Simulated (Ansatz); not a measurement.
The starting structures come from a database of crystals and need not be the phases stable at ambient conditions.

 Where the default PAW files enter, the runs use the earlier of Ansatz's two default sets.

Inside the gap of an insulator the Bloch states are evanescent, with a wavenumber k + iκ along the transport direction.

Here is the system:

```
Sr2WZnO6
1.0
    5.70709     0.00000     0.00000
    0.00000     8.07105     0.00000
    2.85355     4.03552     2.85355
Sr Zn W O
2 1 1 6
Cartesian
  2.85355   6.05329   0.00000
  2.85355   2.01776   0.00000
  0.00000   4.03552   0.00000
  0.00000   0.00000   0.00000
  0.00000   1.94537   0.00000
  0.00000   6.12568   0.00000
  7.18506   4.03552   1.47797
  1.37558   8.07105   1.37558
  4.22913   4.03552   1.47797
  4.33151   8.07105   1.37558
```

Space group of this cell: Fm-3m. The cell is taken as given; by r2SCAN its mean pressure is -8.3 GPa.

Transport runs along the normal of the first two printed cell vectors, the (110) plane of the conventional cell.

No gap correction and no spin-orbit coupling; mid-gap values are interpolated between computed energies.

### Question
State the band gap and the smallest decay constant κ at mid-gap according to r2SCAN (Ansatz, an electronic-structure program).

### Answer
Gap 3.20 eV on a 10×10×10 mesh; κ = 0.312 1/Å, at (0.500, 0.500) of the in-plane reciprocal vectors. At the zone centre, at the nearest computed energy, the slowest state has κ = 0.35 1/Å.
